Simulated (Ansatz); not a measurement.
The starting structures come from a database of crystals and need not be the phases stable at ambient conditions.

Inside the gap of an insulator the Bloch states are evanescent, with a wavenumber k + iκ along the transport direction.

Consider the following.

```yaml
crystal:
  lattice:
    - [5.00506, 0.00000, 0.00000]
    - [0.00000, 8.17971, 0.00000]
    - [2.34276, 0.00000, 4.33867]
  atoms:
    - { symbol: Si, position: [0.65051, 0.93778, 0.58146] }
    - { symbol: Si, position: [0.34949, 0.43778, 0.41854] }
    - { symbol: Si, position: [0.69378, 0.56366, 0.74575] }
    - { symbol: Si, position: [0.30622, 0.06366, 0.25425] }
    - { symbol: O, position: [0.40978, 0.94627, 0.45118] }
    - { symbol: O, position: [0.59022, 0.44627, 0.54882] }
    - { symbol: O, position: [0.69056, 0.75069, 0.65078] }
    - { symbol: O, position: [0.30944, 0.25069, 0.34922] }
    - { symbol: O, position: [0.46590, 0.54542, 0.10911] }
    - { symbol: O, position: [0.53410, 0.04542, 0.89089] }
    - { symbol: O, position: [0.03056, 0.51129, 0.67750] }
    - { symbol: O, position: [0.96944, 0.01129, 0.32250] }
```

Space group of this cell: P2_1. The cell is taken as given.

Transport runs along the normal of the first two printed cell vectors.

No gap correction and no spin-orbit coupling; mid-gap values are interpolated between computed energies.

Task: Predict the band gap and the smallest decay constant κ at mid-gap from r2SCAN run with Ansatz (an electronic-structure program).

Result: Gap 6.34 eV on a 8×4×8 mesh; κ = 0.525 1/Å, at the zone centre.
